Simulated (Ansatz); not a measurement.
**BSiCN (model structure, started from the AlSiCN type, R3m, No. 160, 4 atoms in the cell)**

The numbers are results of r²SCAN in Ansatz (PAW), not measurements.

Numerical settings: plane-wave cutoff 560 eV, 22×22×22 k mesh, Fermi–Dirac smearing 0.05 eV, scalar-relativistic PAW data made under PBE.

Cell (relaxed at this level):

```cif
data_C3B3N3Si3
_chemical_formula_sum 'B3 N3 Si3 C3'
_space_group_name_H-M_alt 'R3m :H'
_space_group_IT_number 160
_space_group_name_Hall 'R 3 -2"'
_cell_length_a 2.82976
_cell_length_b 2.82976
_cell_length_c 14.02270
_cell_angle_alpha 90.000
_cell_angle_beta 90.000
_cell_angle_gamma 120.000
loop_
_atom_site_label
_atom_site_type_symbol
_atom_site_symmetry_multiplicity
_atom_site_Wyckoff_symbol
_atom_site_fract_x
_atom_site_fract_y
_atom_site_fract_z
_atom_site_occupancy
B1 B 3 a 0.00000 0.00000 0.00731 1
N1 N 3 a 0.00000 0.00000 0.87891 1
Si1 Si 3 a 0.00000 0.00000 0.49586 1
C1 C 3 a 0.00000 0.00000 0.36789 1
```
(The calculation used a cell of 4 atoms; values per cell refer to that cell.)

For BSiCN (model structure, started from the AlSiCN type, R3m, No. 160, 4 atoms in the cell), the band gap is 0.64 eV (on the SCF k mesh), the Γ–Γ gap comes out as 3.78 eV and the bulk modulus is 247 GPa.

Note: the bulk modulus is −V dP/dV from two relaxed cells at ±2 % in volume; the relaxation could raise the start's symmetry but not lower it, so the cell can be a saddle point.

A model structure was made by putting elements into a prototype or built by hand; it is no filed structure, need not be a known phase, and can be a saddle point held by its symmetry.

Ansatz is an electronic-structure program.
